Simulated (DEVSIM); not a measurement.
# Schottky contact on n-type β-Ga2O3

System: Schottky contact on n-type β-Ga2O3, at 300 K.

```tsv
layer (left to right)	material	thickness (μm)	Nd (cm⁻³)	τn (s)	τp (s)
1	β-Ga2O3	8.90	1.2e16	1.3e-9	1.3e-9
```

Left contact: Schottky, work function 5.28 eV, emission velocity 3.8e6 cm/s. Right contact: ohmic. Voltage is applied to the left contact. Recombination: SRH at mid-gap, Auger. Mobility is constant in doping.

This is a model device: material constants are rounded textbook-type values typed into the input, and sizes, dopings and lifetimes were drawn at random. Values at 300 K.

```
parameter      β-Ga2O3
-------------  -------
gap (eV)           4.8
affinity (eV)        4
permittivity        10
Nc (cm⁻³)       3.7e18
Nv (cm⁻³)         5e20
μn (cm²/Vs)        160
μp (cm²/Vs)          1
Cn (cm⁶/s)       1e-31
Cp (cm⁶/s)       1e-31
```

DEVSIM, 1D drift-diffusion, Boltzmann statistics, complete ionisation; no tunnelling, impact ionisation, image-force lowering or self-heating. Metal contacts follow the ideal Schottky-Mott rule: no Fermi-level pinning, no interface dipoles.

```yaml
potential_step_across_the_device_at_zero_bias: 1.132 V
largest_field_in_the_device_at_zero_bias: 69000 V/cm
Dark forward voltage at 1 A/cm²: 0.923 V
Dark forward voltage at 100 A/cm²: 1.336 V
```

Dark forward current:

(V (V), J (A/cm²)): (0.10, 2.4e-14); (0.15, 1.7e-13); (0.25, 8.0e-12); (0.30, 5.5e-11); (0.40, 2.6e-9); (0.45, 1.8e-8); (0.50, 1.2e-7); (0.60, 5.6e-6); (0.65, 3.8e-5); (0.75, 0.0017); (0.80, 0.012); (0.85, 0.076); (0.95, 2.5); (1.00, 8.3); (1.10, 30); (1.15, 44); (1.25, 73); (1.30, 89); (1.35, 100); (1.45, 140); (1.50, 150); (1.60, 190); (1.65, 200); (1.70, 220); (1.80, 250); (1.85, 270); (1.95, 300); (2.00, 320)

Small-signal capacitance in reverse bias (quasi-static):

| V (V) | C (nF/cm²) |
|---|---|
| -0.1 | 26.6 |
| -0.25 | 25.1 |
| -0.5 | 23.0 |
| -0.75 | 21.4 |
| -1 | 20.1 |
| -1.5 | 18.1 |
| -2 | 16.6 |
| -2.5 | 15.4 |
| -3.25 | 14.0 |
| -4 | 12.9 |
| -5 | 11.8 |
